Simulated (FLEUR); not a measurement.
Input and output of a self-consistent single point for CaCu4As2 (R-3m, 7 atoms in the cell) (FLEUR).

Computed with PBEsol, all-electron FLAPW (FLEUR), scalar-relativistic valence in FLEUR.

The change in words: lattice scaled by 0.98. Reference geometry:
```
CELL_PARAMETERS angstrom
      2.00849     1.15960     7.36538
     -2.00849     1.15960     7.36538
      0.00000    -2.31921     7.36538
ATOMIC_POSITIONS crystal
  Ca 0.00000 0.00000 0.00000
  Cu 0.14454 0.14454 0.14454
  Cu 0.85546 0.85546 0.85546
  Cu 0.56134 0.56134 0.56134
  Cu 0.43866 0.43866 0.43866
  As 0.25217 0.25217 0.25217
  As 0.74783 0.74783 0.74783
```

Reference input (self-consistent single point, DFT, PBEsol, all-electron FLAPW (FLEUR), scalar-relativistic valence): Kmax = 3.9 1/bohr; GmaxXC = 13.7 1/bohr; xcFunctional = PBEs; jspins = 1; l_soc = F; mode = gauss; fermiSmearingEnergy = 0.00999582 Htr; mesh (inpgen div1-3) = 5 5 5; inpgen gamma flag = false; Gmax = 13.7 1/bohr; numbands = 0; maxIterBroyd = 40. This run's input differs from it in these lines:

```diff
@@ -3,5 +3,5 @@
 &input film=f /
-3.7954987547 2.1913332581 13.9185489518
--3.7954987547 2.1913332581 13.9185489518
--0.0000000000 -4.3826634250 13.9185494385
+3.7195887186 2.1475065784 13.6401771759
+-3.7195887186 2.1475065784 13.6401771759
+0.0000000000 -4.2950100655 13.6401776626
 1.0
@@ -49,5 +49,5 @@
          <bravaisMatrix>
-            <row-1>    3.7954987547000001     2.1913332580999998    13.9185489518000001</row-1>
-            <row-2>   -3.7954987547000001     2.1913332580999998    13.9185489518000001</row-2>
-            <row-3>    0.0000000000000000    -4.3826634249999996    13.9185494384999995</row-3>
+            <row-1>    3.7195887185999998     2.1475065783999998    13.6401771758999999</row-1>
+            <row-2>   -3.7195887185999998     2.1475065783999998    13.6401771758999999</row-2>
+            <row-3>    0.0000000000000000    -4.2950100654999996    13.6401776625999993</row-3>
          </bravaisMatrix>
```

The program printed (abridged):

```
 Iteration:     1   Distance:      34.83095511 me/bohr^3
 Iteration:     2   Distance:      20.72113630 me/bohr^3
 Iteration:     3   Distance:       7.82063805 me/bohr^3
 Iteration:     4   Distance:       6.77300773 me/bohr^3
 Iteration:     5   Distance:       3.34811035 me/bohr^3
   [... 13 lines left out ...]
 Iteration:    19   Distance:       0.00019763 me/bohr^3
 Iteration:    20   Distance:       0.00009803 me/bohr^3
 Iteration:    21   Distance:       0.00004774 me/bohr^3
 Iteration:    22   Distance:       0.00000225 me/bohr^3
 Reset of history
 Run finished successfully
 Stop message:
   Structural relaxation: new displacements generated

[file out, last iteration]
             iter=     23
[...]
          total density-effective poten   -1.8800039295E+04
          total charge density-energy d   -4.6541106828E+02
 Updated energy parameters for spin:           1
[...]
 fermi energy and band-weighting factors:

[...]
FERMIE:
          first approx. to ef    (T=0)  :   0.375275 htr   (energy of the highest occ. eigenvalue)
          number of occ. states  (T=0)  :        793
          first approx. to seigv (T=0)  : -11.418130 htr
          sum of weights of occ. states :  42.016000
          sum of semicore charge        :   0.000000 e
          fermi energy=   0.37773 har   work function= -10.27858 ev
          number of valence electrons=  84.00000
   [... lines left out ...]
          total moment                 =     0.00000
 Direct bandgap for spin            1 :    2.3340509271225662E-002  Htr
 ---->    free energy=                    -11813.4179695606 htr
   [... lines left out ...]
 TOTAL FORCE FOR ATOM TYPE=  2  X=  0.000   Y=  0.000   Z=  5.915
                       FX_TOT= 0.000000 FY_TOT= 0.000000 FZ_TOT=-0.005638
 TOTAL FORCE FOR ATOM TYPE=  3  X=  0.000   Y=  0.000   Z=-17.950
                       FX_TOT= 0.000000 FY_TOT= 0.000000 FZ_TOT= 0.002072
 TOTAL FORCE FOR ATOM TYPE=  4  X=  0.000   Y=  0.000   Z= 10.319
                       FX_TOT= 0.000000 FY_TOT= 0.000000 FZ_TOT= 0.019831
```

The run converged in 22 iterations. FLEUR gives forces in its relaxation mode, with a further iteration, so its stop message speaks of a relaxation. Against the reference run the total energy rises by 58.2 meV/atom and the largest force goes from 0.534 to 1.020 eV/Å.

The starting cell comes from a database of computed structures (which also holds hypothetical and non-ambient phases and stackings), without a prior relaxation at this level. Its lattice was rescaled by a random factor within 2.5 % of one. For this run, on top of that: lattice scaled by 0.98. Spin polarisation is off. Values depend on the basis (sphere radii, cutoffs, local orbitals), which need not be converged. Forces in this geometry exceed 1 eV/Å. No gap is read from this output. The log's line on a gap gives a spacing of levels on this mesh, which the program prints for metals too.

Cost on one core of a shared machine: roughly 3 min.
